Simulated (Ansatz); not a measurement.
We consider SiC (model structure, started from the CdTe type, P6₄22, No. 181, 6 atoms in the cell), described by G0W0@PBEsol+SOC (Ansatz, a first-principles code, hard PAW, contour deformation, complete-basis limit, spin–orbit shift from PBEsol).

Numerical settings: largest k mesh 12×12×4 (not extrapolated in the mesh).

Cell (relaxed with PBEsol):

```xyz
6
Lattice="3.0673 0.0000 0.0000 -1.5337 2.6564 0.0000 0.0000 0.0000 7.0234" Properties=species:S:1:pos:R:3 pbc="T T T"
Si    -0.7668     1.3282     4.6823
Si     0.7668     1.3282     0.0000
Si     1.5337     0.0000     2.3411
C     -0.7668     1.3282     1.1706
C      0.7668     1.3282     3.5117
C      1.5337     0.0000     5.8528
```

Give the computed band gap.


- band gap = 1.62 eV

Note: the correction to the complete basis was taken at k points off the band edges; spin–orbit coupling enters as the shift of the gap found with a semilocal functional; the relaxation could raise the start's symmetry but not lower it, so the cell can be a saddle point.

Static lattice: no zero-point or thermal effects.

The result took about 8 core-hours (a rough figure).

A model structure was made by putting elements into a prototype or built by hand; it is no filed structure, need not be a known phase, and can be a saddle point held by its symmetry.
